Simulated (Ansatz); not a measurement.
A worked fit of the energy against the cutoff, with one run withheld: HfC (I4mm, 2 atoms in the cell)

```yaml
crystal:
  lattice:
    - [0.00000, 2.33160, 2.33160]
    - [2.33160, 0.00000, 2.33160]
    - [2.33160, 2.33160, 0.00000]
  atoms:
    - { symbol: Hf, position: [0.01072, 0.01072, 0.98928] }
    - { symbol: C, position: [0.50000, 0.50000, 0.50000] }
```

Computed with LDA (PW92), PAW files made with PBE (plane waves; Ansatz, a first-principles code).

Base settings: basis.ecutwfc = 420 eV; kpoints.mp_grid.grid = 12 12 12; hamiltonian.xc = lda; hamiltonian.pseudopotentials = {kind: paw} (the program's default PAW files); scf.occupations.method = fermi_dirac; scf.occupations.width = 0.1 eV.

The last step of the ladder, which sets the zero, is basis.ecutwfc = 1010 eV.

The starting cell has typed, rounded lattice constants, without a prior relaxation at this level. Its lattice was rescaled by up to half a per cent. One atom was moved a little off its site on purpose.

An empirical form for the window shown: the miss falls exponentially with the largest wave vector, which goes as √cutoff: ln(ΔF) = a + b·√cutoff.

```
basis.ecutwfc  √cutoff (√eV)  F less the last step's (meV/atom)  ln of it
-------------  -------------  ---------------------------------  --------
230 eV                15.166                            1202.11     7.092
250 eV                15.811                             638.44     6.459
295 eV                17.176                                  ?         ?
335 eV                18.303                              35.49     3.569
380 eV                19.494                               7.52     2.018
```

Question: Fit the line to the 4 rows given and predict the withheld one.

Answer: Means: x̄ = 17.194, ȳ = 4.7845. Σ(x − x̄)(y − ȳ) = -14.71 and Σ(x − x̄)² = 12.55, so b = -1.172 and a = ȳ − b·x̄ = 24.936; ΔF halves for each 0.59 in √cutoff. The largest residual of the fitted rows is 0.084. At x = 17.176 the line gives 4.806, that is 122 meV/atom. The run gave 128.92 meV/atom, a miss of 6.92 meV/atom (5 %). The table is a window of a longer ladder. The rows were chosen because the form fits them, the withheld one included, so this shows the method and is no test of the form.

Left out of this page: 10 runs of the series outside the window shown, repeating another row's setting, or not comparable.

Keys are those of Ansatz 0.2.
